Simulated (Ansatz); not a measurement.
Relaxation of the outer planes of the (111) surface of fcc Pt in its 1x1 cell, outermost plane spacing 2.29 Å in the ideal cut.

All values below come from PBE (plane waves to 420 eV, PAW; Ansatz, a first-principles code).

Set-up: 5 atoms, 9.2 Å thick at the start (thin: gaps and levels are the slab's own); mesh 15x15x1; 0.1 eV smearing; dipole correction on; all atoms relaxed; start symmetry kept, larger cells not searched; no spin, no spin-orbit, no U.

```
plane  atoms  bulk spacing to the next (Å)  relaxed spacing (Å)  change (%)  rumpling (Å)
-----  -----  ----------------------------  -------------------  ----------  ------------
1         Pt                         2.292           (withheld)  (withheld)          0.00
```

Q: Some entries are withheld; supply them.

A: 
- 1, relaxed spacing (Å): 2.312
- 1, change (%): 0.9
